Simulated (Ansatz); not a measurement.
# GaP with two functionals, pressure 15 GPa

Base system: GaP in the zinc blende structure (space group F-43m, No. 216; a = 5.5064 Å).

(Cell as relaxed with PBE.)

Levels (all Ansatz, an electronic-structure program, PAW, earlier PAW set): PBE (420 eV, no SOC); r2SCAN (500 eV, no SOC).

Each level relaxes its own structure.

| base | PBE | r2SCAN |
|---|---|---|
| volume per atom | 20.87 Å³ | 20.25 Å³ |
| lattice parameter a | 5.506 Å | 5.452 Å |
| band gap | 1.58 eV | 1.85 eV |

It is then changed as follows: a hydrostatic pressure of 15 GPa.

| quantity | PBE | r2SCAN |
|---|---|---|
| gap character | indirect, Γ → Γ–X (88 % along) | indirect, Γ → Γ–X (87 % along) |
| band gap | 1.37 eV | 1.58 eV |
| lattice parameter a | 5.252 Å | 5.222 Å |
| hole mass (degenerate bands, along [100]) | 0.15, 0.33, 0.33 mₑ (at Γ) | 0.17, 0.31, 0.31 mₑ (at Γ) |

PBE's band gap lies 0.218 eV below r2SCAN's; PBE's lattice parameter a lies 0.030 Å above r2SCAN's (0.6 %); the two agree on the gap character. Neither level is exact; r2SCAN is the comparison here, not a measurement.

Load acts through the strain it causes; cell and atoms are relaxed under it. Masses are band curvatures over ±0.01 Å⁻¹ around the edge. No phonon test of stability was made. Tetrahedral semiconductors of this kind turn to denser phases somewhere between about 1 and 50 GPa; those were not computed, so compressed cells here can lie past the real transition.
